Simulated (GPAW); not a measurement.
## A short convergence ladder for Sn (Immm, 1 atom in the cell)

```
CELL_PARAMETERS angstrom
     -1.69629     1.96052     2.11419
      1.69629    -1.96052     2.11419
      1.69629     1.96052    -2.11419
ATOMIC_POSITIONS crystal
  Sn 0.00000 0.00000 0.00000
```

Base method: PBEsol, GPAW PAW datasets PBEsol (made by gpaw-setup) (plane waves; GPAW).

Base settings: mode = pw; ecut = 600 eV; xc = PBEsol; kpts = 5 5 5; mesh shift (steps) = 0 0 0; occupations.name = fermi-dirac; occupations.width = 0.1 eV; nbands = -7; convergence.density = 1e-05 e/electron; symmetry.symmorphic = false.

Core times come from one kind of shared machine, to one figure; runs under 30 s give none.

**The relaxed cell against the cutoff**

In this ladder: optimizer = LBFGS; fmax = 0.03 eV/Å.

The mesh stays at the base's, so the ladder's end is converged at best in this setting alone.

Only quantities that move along the ladder and can be compared are tabulated.

| ecut | relaxed volume (Å³/atom) | relaxation steps | core time / last (rough) |
|---|---|---|---|
| 300 eV | 23.711 | 8 | – |
| 360 eV | 23.883 | 8 | 0.2 |
| 420 eV | 25.052 | 10 | 0.2 |
| 510 eV | 26.254 | 12 | 0.3 |
| 600 eV | 26.452 | 14 | 0.3 |
| 720 eV | 26.451 | 14 | 0.5 |
| 900 eV | 26.458 | 14 | 0.6 |
| 1200 eV | 26.452 | 13 | 1 |

Coarsest ecut that holds the relaxed volume within 0.132 Å³/atom of the last step, with all finer ones: 600 eV, at about 0.3 of the last step's time; the step before is off by 0.20 Å³/atom.

At the lowest cutoff the cell relaxes to a volume 10 % smaller than at the highest.

On the base run: the starting cell comes from a database of computed structures (which also holds hypothetical and non-ambient phases and stackings), without a prior relaxation at this level. Its lattice was rescaled by up to half a per cent. Without a gap this mesh is coarse (it stands for a supercell whose shortest vector is 17 Å).
